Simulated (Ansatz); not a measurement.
For TiSeS (P3m1, No. 156, 3 atoms in the cell; start mp-1216698), LDA in Ansatz (PAW) gives:

- equilibrium lattice constant a: 3.371 Å
- lattice parameter c: 5.683 Å
- bulk modulus B0: 40.1 GPa
- cohesive energy: 5.90 eV/atom

Question: What does r²SCAN (Ansatz, an electronic-structure program, PAW) give for the same quantities?

Answer: 
- lattice constant a: 3.492 Å (increases by 3.6 %)
- lattice parameter c: 6.170 Å (rises by 8.6 %)
- bulk modulus: 17.4 GPa (falls by 57 %)
- cohesive energy: 4.79 eV/atom (shrinks by 1.11 eV/atom)

Changes are worked out from the printed values.

Unless a cell is named, each level is at its own relaxed cell (LDA 18.64, r²SCAN 21.72 Å³/atom).

Caveats: the bulk modulus is −V dP/dV from two relaxed cells at ±2 % in volume (LDA, r²SCAN); the relaxation could not lower the start's symmetry, so the cell can be a saddle point above a distorted one (LDA, r²SCAN). Ansatz's density-functional and Hartree–Fock values are scalar-relativistic unless marked +SOC, with PAW data made under PBE.

A start named mp-… is a Materials Project structure, which need not be a measured phase.
